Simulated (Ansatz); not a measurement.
Take GaN in the wurtzite structure (space group P6_3mc, No. 186; a = 3.183 Å, c = 5.185 Å) as the base.

Perturbation: cell and atoms relaxed at a pressure of 9 GPa.

Levels (all Ansatz, a quantum-chemistry and plane-wave program, PAW): PBEsol (420 eV, spin-orbit coupling left out); r2SCAN (500 eV, no spin-orbit coupling).

The geometry is relaxed with PBEsol.

PBEsol pressure: 9.00 GPa
PBEsol electron mass: 0.18 mₑ along c, 0.19 mₑ across (at Γ)
PBEsol lowest conduction level above the VBM at special points: Γ 2.16 eV; L 4.43 eV; A 4.48 eV; K 4.98 eV

With r2SCAN at the same geometry, the pressure goes up by 0.37 GPa to 9.37 GPa; the electron mass goes from 0.18 mₑ along c, 0.19 mₑ across (at Γ) to 0.19 mₑ along c, 0.21 mₑ across (at Γ); the lowest conduction level above the VBM at special points goes from Γ 2.16 eV; L 4.43 eV; A 4.48 eV; K 4.98 eV to Γ 2.65 eV; L 5.04 eV; A 5.08 eV; K 5.58 eV.

Single points use the geometry relaxed with PBEsol. Their cutoffs differ, which shifts pressures a little. The levels and masses belong to the bands next to the band gap. Load acts through the strain it causes; cell and atoms are relaxed under it. Effective masses come from finite differences of ±0.01 Å⁻¹. Stability against distortions was not tested. Tetrahedral semiconductors of this kind turn to denser phases somewhere between about 1 and 50 GPa; those were not computed, so compressed cells here can lie past the real transition.
